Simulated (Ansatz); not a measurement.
Take InSb in the zinc blende structure (space group F-43m, No. 216) as the base.

```
CELL_PARAMETERS angstrom
      0.00000     3.25957     3.25957
      3.25957     0.00000     3.25957
      3.25957     3.25957     0.00000
ATOMIC_POSITIONS crystal
  Sb 0.75000 0.75000 0.75000
  In 0.00000 0.00000 0.00000
```

Cartesian axes are those of the cell as printed.

All numbers come from PBEsol, PAW, 420 eV (Ansatz, a quantum-chemistry and plane-wave program; scalar-relativistic without spin-orbit coupling).

Base values:

```
Property            Value
---------------  --------
Volume per atom  34.63 Å³
```

One thing is altered: biaxial strain −2.39 %, plane normal [001], relaxed out of plane (Cartesian); in-plane vectors clamped, the third vector and the atoms free.

Task: What happens to the energy relative to the base and volume per atom?

Result: The energy rises by 7.5 meV/atom; the volume per atom falls by 0.78 Å³ to 33.85 Å³.

Stability against distortions was not tested. All final runs are without spin polarisation.
